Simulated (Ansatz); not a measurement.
An Ansatz (a first-principles code) run: a single point on KTaO3, its geometry relaxed with r2SCAN; Ansatz, HSE06, PAW, cutoff 420 eV, spin-orbit coupling left out.

Input:

Ansatz 0.2 input:
```yaml
crystal:
  lattice:
    - [3.9901292602, 0, 0]
    - [0, 3.9901292602, 0]
    - [0, 0, 3.9901292602]
  atoms:
    - { symbol: K, position: [0, 0, 0] }
    - { symbol: Ta, position: [0.5, 0.5, 0.5] }
    - { symbol: O, position: [0, 0.5, 0.5] }
    - { symbol: O, position: [0.5, 0.5, 0] }
    - { symbol: O, position: [0.5, 0, 0.5] }
basis: { ecutwfc: 420, ecutrho_ratio: 4, xc_grid: 2, fft_grid_basis: typed }
kpoints: { mp_grid: { grid: [6, 6, 6] } }
hamiltonian:
  xc: hse06
  dispersion: none
  pseudopotentials: { kind: paw }
scf: { occupations: { method: fermi_dirac, width: 0.01 } }
output: { eigenvalues: true, eigenstates: { kpoints: [[0.5, 0.5, 0.5], [0, 0, 0], [0, 0.5, 0], [0.5, 0.5, 0]] } }
```

Output (explanatory and most iteration lines left out):

```
Pseudopotential: K, paw, valence charge 9
Pseudopotential: Ta, paw, valence charge 13
Pseudopotential: O, paw, valence charge 6
Crystal: 5 atoms, lattice volume = 63.527 Å³
Basis set: ecut = 420 eV, 1237 PW (Γ), exchange–correlation on 54×54×54 points (8 copies of the dense FFT grid, shifted against one another)
Bands: 25, of which v1, the nominal top of the filled ones, is band 20 counted from 1 (19 counted from 0)
Symmetry: 48 space group operations
Space group: Pm-3m (ITA 221), of the structure as read, at distance tolerance 4.0e-5 Å
k-points: 20 of 216
Functional: x = pbe(κ = 0.804, μ = 0.2195149727645171), c = pbe(β = 0.06672455060314922), warm-up for x = pbe(κ = 0.804, μ = 0.2195149727645171) + 0.25 (exact …
SCF iter   1: F=—  HF=-13178.200459 eV  |F-HF|=—  |Δ(HF+E_count)|=         —  Δρ=3.43e-3  dr2=9.82e-3  ethr=1.77e-3  ⟨swp⟩=9.4  Hψ=2225  notcnv=1
SCF iter   2: F=—  HF=-13178.200060 eV  |F-HF|=—  |Δ(HF+E_count)|=   3.98e-4  Δρ=3.27e-3  dr2=6.11e-3  ethr=2.45e-5  ⟨swp⟩=5.8  Hψ=1652  notcnv=0  defer=17
SCF 1 stopped early in 3 iterations: F = -13178.198748 eV  dr2 = 1.00e-4
Crystal: 5 atoms, lattice volume = 63.527 Å³
Functional: x = pbe(κ = 0.804, μ = 0.2195149727645171) + 0.25 (exact − pbe) at short range (hse, ω = 0.20786987370883472 Å⁻¹), c = pbe(β = 0.06672455060314922); HSE06 as pw.x's `hse` composes it (authors' and Libxc's form: `xc: wpbeh`)
SCF iter   1: F=—  HF=-13179.158899 eV  |F-HF|=—  |Δ(HF+E_count)|=         —  Δρ=1.32e-2  dr2=1.83e-1  ethr=2.51e-6  ⟨swp⟩=6.7  Hψ=2366  notcnv=0
SCF iter   2: F=—  HF=-13179.112955 eV  |F-HF|=—  |Δ(HF+E_count)|=   4.59e-2  Δρ=1.06e-2  dr2=5.99e-2  ethr=2.51e-6  ⟨swp⟩=6.4  Hψ=2185  notcnv=0  defer=5
SCF 2 stopped early in 6 iterations: F = -13179.115454 eV  dr2 = 7.60e-6
Crystal: 5 atoms, lattice volume = 63.527 Å³
SCF iter   1: F=—  HF=-13179.115277 eV  |F-HF|=—  |Δ(HF+E_count)|=         —  Δρ=6.99e-5  dr2=1.07e-6  ethr=4.68e-7  ⟨swp⟩=5.5  Hψ=1209  notcnv=0
SCF iter   2: F=—  HF=-13179.115277 eV  |F-HF|=—  |Δ(HF+E_count)|=   1.54e-7  Δρ=3.62e-5  dr2=2.82e-7  ethr=2.19e-9  ⟨swp⟩=4.0  Hψ=1279  notcnv=0
SCF 3 converged in 4 iterations: F = -13179.115278 eV  dr2 = 1.40e-9
Free energy (F): -13179.115278 eV
Internal energy: -13179.115278 eV  (E = F + TS)
E sigma→0 (E₀):  -13179.115278 eV
Fermi energy:    9.472281 eV
```

Single points use the geometry relaxed with r2SCAN. HSE06 gaps are upper bounds (no full band path). Spin-orbit coupling, missing from the scalar runs, can matter with Ta. Whether these cells are dynamically stable was not tested. The cell is KTaO3 in the cubic perovskite structure (space group Pm-3m, No. 221).
